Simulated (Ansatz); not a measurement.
The starting structures come from a database of crystals and need not be the phases stable at ambient conditions.

The decay constant κ of evanescent states in the gap governs leakage through a thin film.

```
Cs2HgPdCl6
1.0
    7.62942     0.00000     0.00000
    3.81471     6.74316     0.00000
    0.00000     4.31608     6.29122
Cs Hg Pd Cl
2 1 1 6
Direct
  0.75000   0.50000   0.25000
  0.25000   0.50000   0.75000
  0.50000   0.00000   0.50000
  0.00000   0.00000   0.00000
  0.71258   0.57484   0.71258
  0.28742   0.42516   0.28742
  0.78277   0.00000   0.21723
  0.21723   0.00000   0.78277
  0.78277   0.00000   0.78277
  0.21723   0.00000   0.21723
```

Space group of this cell: I4/mmm. The cell is taken as given; by r2SCAN its mean pressure is -1.3 GPa.

Transport runs along the normal of the first two printed cell vectors, the (101) plane of the conventional cell.

The gap is the functional's own. No spin-orbit coupling. Mid-gap values are interpolated on the energy grid.

Predict the band gap and the smallest decay constant κ at mid-gap from r2SCAN run with Ansatz (a program for electronic structure).

Gap 1.48 eV on a 6×6×6 mesh; κ = 0.272 1/Å, at (-0.333, 0.333) of the in-plane reciprocal vectors. At the zone centre, at the nearest computed energy, the slowest state has κ = 0.37 1/Å.
